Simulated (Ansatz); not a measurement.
Base system: Si in the diamond structure (space group Fd-3m, No. 227; a = 5.4703 Å).

Calculations: PBE in Ansatz (plane waves to 420 eV, PAW, no SOC).

For the base:

The smallest direct gap is 2.55 eV and the band gap is 0.61 eV.

One thing is altered: every lattice vector is shortened by 1.50 %; the atoms relax in the strained cell.

### Question
How does this affect the smallest direct gap?

### Answer
The smallest direct gap increases by 0.02 eV (2.55 eV → 2.57 eV).

### Question
Estimate the effect on the band gap.

### Answer
The band gap drops by 0.08 eV, from 0.61 eV to 0.53 eV.

### Question
What does the calculation give for the energy relative to the base after the change?

### Answer
The energy increases by 12 meV/atom.

No phonon test of stability was made.

Ansatz is a first-principles code.
